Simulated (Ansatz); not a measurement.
**The (10-11) surface of hcp Tl in its 1x1 cell, outermost plane spacing 0.45 Å in the ideal cut**

These are PBE (plane waves to 420 eV, PAW; Ansatz, a first-principles code) values and carry that method's errors.

Set-up: 10 atoms, 11.3 Å thick at the start; mesh 11x6x1; 0.1 eV smearing; dipole correction on; all atoms relaxed; held to the part of the start's symmetry that mesh and held atoms allow; no spin, no spin-orbit, no U.

```yaml
surface energy (mean of both faces): 0.28 J/m²
surface_energy_before_relaxation: 0.28 J/m²
work_function_of_the_top_face: 3.52 eV
energy_released_by_relaxation: 0.006 eV
cost: roughly 5 core-minutes
```
